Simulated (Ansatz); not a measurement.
The starting structures come from a database of crystals and need not be the phases stable at ambient conditions.

The decay constant κ of evanescent states in the gap governs leakage through a thin film.

Input:

```
K2PdF4
1.0
    4.26289     0.00000     0.00000
    0.00000     5.92693     0.00000
    0.08987     2.96346     4.72249
K Pd F
2 1 4
Cartesian
  3.13157   5.92693   3.29554
  1.22119   2.96346   1.42695
  0.00000   0.00000   0.00000
  1.01550   7.47564   3.70017
  3.33726   1.41476   1.02232
  3.33726   4.51217   1.02232
  1.01550   4.37822   3.70017
```

Space group of this cell: C2/m. The cell is taken as given.

Transport runs along the normal of the first two printed cell vectors.

No gap correction and no spin-orbit coupling; mid-gap values are interpolated between computed energies.

### Question
Compute, with r2SCAN in Ansatz (an electronic-structure program), the band gap and the smallest decay constant κ at mid-gap.

### Answer
Gap 2.48 eV on a 8×6×6 mesh; κ = 0.613 1/Å, at (0.125, 0.000) of the in-plane reciprocal vectors. At the zone centre, at the nearest computed energy, the slowest state has κ = 0.62 1/Å.
